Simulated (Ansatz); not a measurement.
H on the 1x1 (0001) surface of hcp Sc, one in a 1x1 cell, energies for each (9.5 Å²). Energies are against ½ H2(g), without zero-point or thermal terms; each row is named by its start.

All values below come from PBE (plane waves to 420 eV, PAW; Ansatz, a program for electronic structure).

Model: 5-atom slab, 7.6 Å thick at the start under the adsorbate (thin: gaps and levels are the slab's own), 10x10x1 mesh, Fermi-Dirac 0.1 eV, dipole correction, 2 atoms held, the rest relaxed; each run with such symmetry as its start has; no spin, no spin-orbit, no U, no dispersion correction.

A negative adsorption energy means that the adsorbate is more stable on the surface than in its reference. Starts that drift may end in the same place. Heights count from the host atoms within 0.3 Å of the top one.

| starting site | E_ads (eV) | height (Å) | nearest host atom (Å) | bonded to | Δ work function (eV) | lateral drift (Å) |
|---|---|---|---|---|---|---|
| top Sc | 0.52 | 1.84 | Sc 1.84 | Sc | 3.26 | 0.0 |
| hollow Sc-Sc-Sc | -1.00 | 0.97 | Sc 2.15 | 3 Sc | 0.38 | 0.0 |
| hollow Sc-Sc-Sc over Sc at depth 2.5 Å | -1.00 | 0.93 | Sc 2.13 | 3 Sc | 0.32 | 0.0 |
| bridge Sc-Sc (span 3.3 Å) | -1.00 | 0.96 | Sc 2.14 | 3 Sc | 0.37 | 1.0 |
